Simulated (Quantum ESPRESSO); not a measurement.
Input and output of a self-consistent single point for Y2Si5Ni3 (Ibam, 20 atoms in the cell) (Quantum ESPRESSO).

Method of the run: PBEsol, PSlibrary PAW (PBE) pseudopotentials (plane waves; Quantum ESPRESSO).

```yaml
crystal:
  lattice:
    - [-4.79406, 5.56961, 2.82950]
    - [4.79406, -5.56961, 2.82950]
    - [4.79406, 5.56961, -2.82950]
  atoms:
    - { symbol: Y, position: [0.36892, 0.26316, 0.63208] }
    - { symbol: Y, position: [0.63108, 0.73684, 0.36792] }
    - { symbol: Y, position: [0.13108, 0.76316, 0.89424] }
    - { symbol: Y, position: [0.86892, 0.23684, 0.10576] }
    - { symbol: Si, position: [0.75000, 0.75000, 0.00000] }
    - { symbol: Si, position: [0.25000, 0.25000, 0.00000] }
    - { symbol: Si, position: [0.01648, 0.75000, 0.26648] }
    - { symbol: Si, position: [0.98352, 0.25000, 0.73352] }
    - { symbol: Si, position: [0.48352, 0.75000, 0.73352] }
    - { symbol: Si, position: [0.51648, 0.25000, 0.26648] }
    - { symbol: Si, position: [0.60751, 0.15242, 0.75993] }
    - { symbol: Si, position: [0.39249, 0.84758, 0.24007] }
    - { symbol: Si, position: [0.89249, 0.65242, 0.54491] }
    - { symbol: Si, position: [0.10751, 0.34758, 0.45509] }
    - { symbol: Ni, position: [0.36584, 0.61201, 0.97785] }
    - { symbol: Ni, position: [0.63416, 0.38799, 0.02215] }
    - { symbol: Ni, position: [0.13416, 0.11201, 0.24617] }
    - { symbol: Ni, position: [0.86584, 0.88799, 0.75383] }
    - { symbol: Ni, position: [0.75000, 0.25000, 0.50000] }
    - { symbol: Ni, position: [0.25000, 0.75000, 0.50000] }
```

Reference input (self-consistent single point, DFT, PBEsol, plane waves, PSlibrary PAW (PBE) pseudopotentials): ecutwfc = 50 Ry; ecutrho = 350 Ry; occupations = smearing; smearing = marzari-vanderbilt; degauss = 0.0147 Ry; input_dft = pbesol; K_POINTS = automatic 4 4 4 1 1 1; conv_thr = 1e-11 Ry. This run's input differs from it in these lines:

```diff
@@ -16,3 +16,3 @@
     smearing = 'marzari-vanderbilt',
-    degauss = 0.0147,
+    degauss = 0.000734986,
     input_dft = 'pbesol',
```

The program printed (abridged):

```
     Self-consistent Calculation

     iteration #  1     ecut=    50.00 Ry     beta= 0.70

     WARNING: integrated charge=   144.00623499, expected=   144.00000000

     total energy              =   -2669.68081569 Ry
     estimated scf accuracy    <       2.54963483 Ry

     iteration #  2     ecut=    50.00 Ry     beta= 0.70

     WARNING: integrated charge=   144.00577342, expected=   144.00000000

     total energy              =   -2658.95671331 Ry
     estimated scf accuracy    <     171.62550534 Ry

     iteration #  3     ecut=    50.00 Ry     beta= 0.70

     WARNING: integrated charge=   144.00504521, expected=   144.00000000

     total energy              =   -2671.47212708 Ry
     estimated scf accuracy    <       1.38697690 Ry

   [... 14 blocks of this kind left out ...]

     iteration # 18     ecut=    50.00 Ry     beta= 0.70

     total energy              =   -2671.62035442 Ry
     estimated scf accuracy    <          2.4E-10 Ry

     iteration # 19     ecut=    50.00 Ry     beta= 0.70
     End of self-consistent calculation

     the Fermi energy is    12.3160 ev

!    total energy              =   -2671.62035442 Ry
     estimated scf accuracy    <          3.0E-12 Ry
     smearing contrib. (-TS)   =      -0.00000782 Ry
     internal energy E=F+TS    =   -2671.62034659 Ry

     convergence has been achieved in  19 iterations

     Forces acting on atoms (cartesian axes, Ry/au):

     atom    1 type  1   force =     0.00039733   -0.00034883    0.00000000
     atom    2 type  1   force =    -0.00039733    0.00034883    0.00000000
     atom    3 type  1   force =     0.00039733    0.00034883   -0.00000000
     atom    4 type  1   force =    -0.00039733   -0.00034883   -0.00000000
     atom    5 type  2   force =     0.00000000   -0.00000000   -0.00000000
   [... lines left out ...]

     Total force =     0.009447     Total SCF correction =     0.000008

          total   stress  (Ry/bohr**3)                   (kbar)     P=      -45.54
  -0.00033077   0.00000000   0.00000000          -48.66        0.00        0.00
  -0.00000000  -0.00033667   0.00000000           -0.00      -49.53        0.00
  -0.00000000   0.00000000  -0.00026126           -0.00        0.00      -38.43

   JOB DONE.
```

The run converged in 19 iterations. Against the reference run the free energy stays essentially unchanged (within 1 meV/atom), the pressure hardly changes (-4.52 to -4.55 GPa) and the largest force goes from 0.090 to 0.100 eV/Å. The full log also holds: “WARNING: integrated charge=   144.00623499, expected=   144.00000000”. The full log also holds: “WARNING: integrated charge=   144.00577342, expected=   144.00000000”.

The starting cell comes from a database of computed structures (which also holds hypothetical and non-ambient phases and stackings), without a prior relaxation at this level. Spin polarisation is off. With a pressure of about -5 GPa the cell is away from its equilibrium volume at this level.

Cost on one core of a shared machine: roughly 10 min.
